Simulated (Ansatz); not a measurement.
Habitual settings against a tight run: LaAs (Fm-3m, 2 atoms in the cell)

Self-consistent single point.

```
CELL_PARAMETERS angstrom
      0.00000     3.09909     3.09909
      3.09909     0.00000     3.09909
      3.09909     3.09909     0.00000
ATOMIC_POSITIONS crystal
  La 0.00000 0.00000 0.00000
  As 0.50000 0.50000 0.50000
```

Method: LDA (PW92), PAW files made with PBE (plane waves; Ansatz, a program for electronic structure).

Base settings: basis.ecutwfc = 30.9 Ry; kpoints.mp_grid.grid = 8 8 8; hamiltonian.xc = lda; hamiltonian.pseudopotentials = {kind: paw} (the program's default PAW files); scf.occupations.method = methfessel_paxton; scf.occupations.width = 0.0073 Ry.

Tight run (finer mesh or higher cutoff; not a proven limit): basis.ecutwfc: 30.9 Ry → 43.4 Ry; kpoints.mp_grid.grid: 8 8 8 → 11 11 11; scf.convergence.dr2_threshold: default (1e-07 eV) → 1e-09 eV. It gave Fermi level (on the code's own zero) 9.15 eV; pressure -4.32 GPa.

Quick runs, as changes from the base:
- A: the base itself
- B: basis.ecutwfc: 30.9 Ry → 15.4 Ry; kpoints.mp_grid.grid: 8 8 8 → 2 2 2; scf.occupations.method: methfessel_paxton → fermi_dirac; scf.occupations.width: 0.0073 Ry → 0.01 Ry; scf.convergence.dr2_threshold: default (1e-07 eV) → 0.001 eV
- C: basis.ecutwfc: 30.9 Ry → 24.6 Ry; kpoints.mp_grid.grid: 8 8 8 → 6 6 6; scf.convergence.dr2_threshold: default (1e-07 eV) → 0.001 eV
- D: kpoints.mp_grid.grid: 8 8 8 → 4 4 4; scf.occupations.width: 0.0073 Ry → 0.01 Ry
- E: basis.ecutwfc: 30.9 Ry → 18.4 Ry; kpoints.mp_grid.grid: 8 8 8 → 3 3 3

Energies are extrapolated to zero smearing width, which holds to low order in the width alone.

The count of work is k-points × plane waves × bands × iterations; it is no time. 

Pressures in the table are Ansatz's without its Pulay estimate, at a fixed set of plane waves; the tight run's value above holds the estimate.

The starting cell comes from a database of computed structures (which also holds hypothetical and non-ambient phases and stackings), without a prior relaxation at this level. In the base run, with a pressure of about -4 GPa the cell is away from its equilibrium volume at this level.

```csv
run,energy less tight (meV/atom),pressure less tight (GPa),count of work / tight
A,1.5,0.02,0.33
B,2621.2,-56.74,0.0077
C,14.4,-0.49,0.072
D,23.1,0.10,0.090
E,581.5,-17.04,0.018
```

Among the runs at the tight run's level, the energy misses run from 1.5 to 2621.2 meV/atom.

Left out of this page: 1 run of the series unsound by tests on forces, stress, charge or solver warnings.

Keys are those of Ansatz 0.2.
